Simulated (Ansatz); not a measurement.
Response to strain in HfC

Take HfC in the rock salt structure (space group Fm-3m, No. 225; a = 4.6071 Å; relaxed with 0.1 eV smearing) as the base. Axes: x, y, z lie along the cube axes.

Strains are applied to the cell and any free atomic positions relax; under biaxial strain the out-of-plane vector relaxes too.

Method: Kohn–Sham DFT with the PBEsol functional, run in Ansatz (an electronic-structure program) with PAW and 420 eV plane waves, without spin-orbit coupling.

Notes on the quantities. energy relative to the base: free energy F; in-plane stress: mean in-plane stress (compression positive).

| case | energy relative to the base | volume per atom | in-plane stress |
|---|---|---|---|
| base | 0 meV/atom | 12.22 Å³ | – |
| biaxial strain −2.50 %, plane normal [111], relaxed out of plane | +27 meV/atom | 11.78 Å³ | +14.8 GPa |
| biaxial strain −2.08 %, plane normal [111], relaxed out of plane | +19 meV/atom | 11.85 Å³ | +12.1 GPa |
| biaxial strain −1.25 %, plane normal [111], relaxed out of plane | +6.6 meV/atom | 12.00 Å³ | +7.1 GPa |
| biaxial strain −0.83 %, plane normal [111], relaxed out of plane | +2.9 meV/atom | 12.08 Å³ | +4.6 GPa |
| biaxial strain −0.42 %, plane normal [111], relaxed out of plane | +0.7 meV/atom | 12.15 Å³ | +2.3 GPa |
| biaxial strain +0.83 %, plane normal [111], relaxed out of plane | +2.8 meV/atom | 12.37 Å³ | -4.4 GPa |
| biaxial strain +1.25 %, plane normal [111], relaxed out of plane | +6.3 meV/atom | 12.44 Å³ | -6.5 GPa |
| biaxial strain +2.08 %, plane normal [111], relaxed out of plane | +17 meV/atom | 12.59 Å³ | -10.4 GPa |
| biaxial strain +2.50 %, plane normal [111], relaxed out of plane | +24 meV/atom | 12.67 Å³ | -12.4 GPa |

No phonon test of stability was made. All final runs are without spin polarisation.
